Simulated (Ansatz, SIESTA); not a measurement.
One structure in several programs: Zr3Sc (P1, 8 atoms in the cell)

Self-consistent single point, at a second geometry (atoms moved at random). First geometry:

```yaml
crystal:
  lattice:
    - [6.52002, 0.00000, 0.00000]
    - [-3.26001, 5.64650, 0.00000]
    - [0.00000, 0.00000, 5.12767]
  atoms:
    - { symbol: Zr, position: [0.16725, 0.83275, 0.25000] }
    - { symbol: Zr, position: [0.83275, 0.16725, 0.75000] }
    - { symbol: Zr, position: [0.33450, 0.16725, 0.75000] }
    - { symbol: Zr, position: [0.66550, 0.83275, 0.25000] }
    - { symbol: Zr, position: [0.16725, 0.33450, 0.25000] }
    - { symbol: Zr, position: [0.83275, 0.66550, 0.75000] }
    - { symbol: Sc, position: [0.33333, 0.66667, 0.75000] }
    - { symbol: Sc, position: [0.66667, 0.33333, 0.25000] }
```

Second geometry:
```xyz
8
Lattice="6.5200 0.0000 0.0000 -3.2600 5.6465 0.0000 0.0000 0.0000 5.1277" Properties=species:S:1:pos:R:3 pbc="T T T"
Zr    -1.6441     4.6987     1.2308
Zr     4.8514     0.9696     3.8520
Zr     1.6872     0.8974     3.8612
Zr     1.6467     4.7001     1.3155
Zr    -0.0071     1.9584     1.2186
Zr     3.2870     3.7259     3.8753
Sc     0.0090     3.7841     3.8798
Sc     3.2100     1.8518     1.2775
```

Shared settings, as Ansatz (a quantum-chemistry and plane-wave program) writes them: kpoints.mp_grid.grid = 3 3 4; scf.occupations.method = fermi_dirac; scf.occupations.width = 0.1 eV. Potentials and cutoffs stand in the table.

```
code                                                                                                                       model  ΔF from the first geometry (meV/atom)  pressure (GPa)  largest force (eV/Å)       cutoff
------  ------------------------------------------------------------------------------------------------------------------------  -------------------------------------  --------------  --------------------  -----------
Ansatz                                                                                       LDA (PW92), PAW files made with PBE                                   10.0           -6.68                 0.548       420 eV
SIESTA  LDA PW92, numerical atomic orbitals DZP, PseudoDojo LDA standard norm-conserving potentials (rewritten from UPF to PSML)                                   10.4           -8.53                 0.558  grid 300 Ry
```

Size of the force on each atom (eV/Å): Sizes of forces hide their directions.

```json
[
 {"code": "Ansatz", "Zr1": "0.281", "Zr2": "0.430", "Zr3": "0.548", "Zr4": "0.227", "Zr5": "0.496", "Zr6": "0.198", "Sc7": "0.268", "Sc8": "0.241"},
 {"code": "SIESTA", "Zr1": "0.302", "Zr2": "0.438", "Zr3": "0.558", "Zr4": "0.228", "Zr5": "0.517", "Zr6": "0.215", "Sc7": "0.268", "Sc8": "0.237"}
]
```

The spread over the programs that give each value: ΔF from the first geometry within 0.4 meV/atom; pressure within 1.85 GPa; largest force within 0.010 eV/Å.

SIESTA uses small atom-centred bases, whose incompleteness enters pressures, forces and empty levels differently from a plane-wave cutoff. Ansatz's pressure is given at a fixed set of plane waves, as the other plane-wave codes print theirs.

The starting cell comes from a database of computed structures (which also holds hypothetical and non-ambient phases and stackings), without a prior relaxation at this level. For this run, on top of that: atoms moved at random.

Keys are those of Ansatz 0.2.
